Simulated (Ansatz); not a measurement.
We consider NbCuN2 (model structure, started from the TaCuN2 type, R-3m, No. 166, 4 atoms in the cell), described by r²SCAN in Ansatz (plane waves, PAW).

Run with plane-wave cutoff 560 eV, 12×12×12 k mesh, Fermi–Dirac smearing 0.01 eV, no spin polarisation, scalar-relativistic PAW data made under PBE.

Cell (relaxed with PBEsol):

```yaml
crystal:
  lattice:
    - [1.56064, 0.90104, 5.76738]
    - [-1.56064, 0.90104, 5.76738]
    - [0.00000, -1.80207, 5.76738]
  atoms:
    - { symbol: Nb, position: [0.50000, 0.50000, 0.50000] }
    - { symbol: Cu, position: [0.00000, 0.00000, 0.00000] }
    - { symbol: N, position: [0.10531, 0.10531, 0.10531] }
    - { symbol: N, position: [0.89469, 0.89469, 0.89469] }
```

Problem. What does this level give for the band gap, smallest direct gap on the k points sampled and direct gap at Γ?

Solution. 
- band gap: 0.41 eV
- smallest direct gap on the k points sampled: 0.74 eV
- direct gap at Γ: 2.05 eV

Note: the relaxation could raise the start's symmetry but not lower it, so the cell can be a saddle point; cell and atoms aren't relaxed at this level (largest force component 0.09 eV/Å, pressure 3.6 GPa).

Spin–orbit coupling is not included.

Static lattice: no zero-point or thermal effects.

Cost on a shared machine: about 100 core-seconds (a rough figure).

A model structure was made by putting elements into a prototype or built by hand; it is no filed structure, need not be a known phase, and can be a saddle point held by its symmetry.

Ansatz is an electronic-structure program.
